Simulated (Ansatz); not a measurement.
# Au under a change: isotropic strain +2.00 %

Consider Au in the fcc (Cu type) structure (space group Fm-3m, No. 225; a = 4.083 Å; relaxed with 0.1 eV smearing).

The change: the cell is scaled by 1.0200 in all directions, atoms relaxed at fixed cell.

Level of theory: Ansatz (a program for electronic structure) PBEsol, spin-orbit coupling left out. k-mesh 28×28×28 (Γ-centred); smearing 0.1 eV (Fermi–Dirac).

- Space group: Fm-3m (No. 225) (base Fm-3m (No. 225))
- Shortest interatomic distance: 2.945 Å (base 2.887 Å)
- Energy relative to the base (free energy F): +30 meV/atom
- Pressure: -8.7 GPa (base 0.0 GPa)
- Band gap: zero (base zero)

Stability against distortions was not tested.
